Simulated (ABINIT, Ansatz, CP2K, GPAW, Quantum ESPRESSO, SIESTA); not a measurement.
Code comparison for BaP₂Os₂ (I4/mmm, 5 atoms in the cell)

Self-consistent single point.

```
Ba(POs)2
1.0
   -2.02953     2.02953     6.16354
    2.02953    -2.02953     6.16354
    2.02953     2.02953    -6.16354
Ba P Os
1 2 2
Direct
  0.00000   0.00000   0.00000
  0.65708   0.65708   0.00000
  0.34292   0.34292   0.00000
  0.25000   0.75000   0.50000
  0.75000   0.25000   0.50000
```

All programs got the same cell, k-point mesh and kind of occupations (in Ansatz's words: kpoints.mp_grid.grid = 7 7 7; scf.occupations.method = fermi_dirac; scf.occupations.width = 0.0037 Ry); potentials, basis and cutoffs are each program's usual ones.

| code | model | pressure (GPa) | largest force (eV/Å) | k-points | cutoff |
|---|---|---|---|---|---|
| Ansatz | PBEsol, PAW files made with PBE | -3.00 | 0.170 | 40 | default |
| CP2K | PBEsol, GPW, DZVP-MOLOPT-SR-GTH basis, GTH-PBE potentials (GTH_POTENTIALS) | -1.80 | 0.210 | 172 | grid 500 Ry |
| GPAW | PBEsol, GPAW PAW datasets PBEsol (made by gpaw-setup) | -2.83 | 0.151 | 40 | 600 eV |
| SIESTA | GGA PBEsol, numerical atomic orbitals DZP, PseudoDojo PBEsol standard norm-conserving potentials (rewritten from UPF to PSML) | -0.11 | 0.905 | 172 | grid 350 Ry |
| Quantum ESPRESSO | PBEsol, GBRV 1.5 ultrasoft (PBESOL) pseudopotentials | -2.84 | 0.153 | 40 | 40 Ry |
| ABINIT | PBEsol, norm-conserving pseudopotentials (PseudoDojo nc-sr-04 PBEsol standard) | -3.06 | 0.166 | 40 | 37 Ha |

The spread over the programs that give each value: pressure within 2.95 GPa; largest force within 0.754 eV/Å.

The starting cell comes from a database of computed structures (which also holds hypothetical and non-ambient phases and stackings), without a prior relaxation at this level. On Ansatz's run: Spin-orbit coupling is off. Spin polarisation is off.

**Question.** Why do the programs differ, and what cannot be compared?

**Answer.** Differences of this kind can come from the potentials, where these differ, and from what each basis and cutoff leave unconverged. The valence holds different numbers of electrons (Ansatz (an electronic-structure program) 52, CP2K 52, GPAW 48, SIESTA 52, Quantum ESPRESSO 52, ABINIT 52). The zero of total energies and Fermi levels follows the potentials and each program's conventions, so they are not compared here. CP2K and SIESTA use small atom-centred bases, whose incompleteness enters pressures, forces and empty levels differently from a plane-wave cutoff. Ansatz's pressure is given at a fixed set of plane waves, as the other plane-wave codes print theirs; with its correction for the finite basis it is -2.95 GPa. Ansatz's smearing width was typed in Ry to four decimals, so it matches the others to a few per cent. The programs reduce the same mesh by symmetry to different extents, which changes the work and not the result. In the pressure, CP2K (by 1.12) and SIESTA (by 2.81) lie more than 1 GPa from the median of the plane-wave programs. In the force vectors, SIESTA (by 0.746) lies more than 0.08 eV/Å from the median of the plane-wave programs.

Left out of this page: FLEUR (not drawn, or without a comparable value).

Keys are those of Ansatz 0.2.
